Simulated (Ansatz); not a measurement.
For BaAl₄ (I4/mmm, No. 139), PBEsol-D3(BJ) (Ansatz, a program for electronic structure, PAW) gives:

lattice parameter a: 4.445 Å
lattice parameter c: 11.142 Å
cohesive energy: 4.03 eV/atom

Question: What does HSE06 (Ansatz, PAW) give for the same quantities?

Answer: 
- lattice constant a: 4.551 Å (rises by 2.4 %)
- lattice parameter c: 11.324 Å (grows by 1.6 %)
- cohesive energy: 3.39 eV/atom (shrinks by 0.64 eV/atom)

Changes are worked out from the printed values.

Unless a cell is named, each level is at its own relaxed cell (PBEsol-D3(BJ) 22.02, HSE06 23.46 Å³/atom).

Ansatz's density-functional and Hartree–Fock values are scalar-relativistic unless marked +SOC, with PAW data made under PBE.
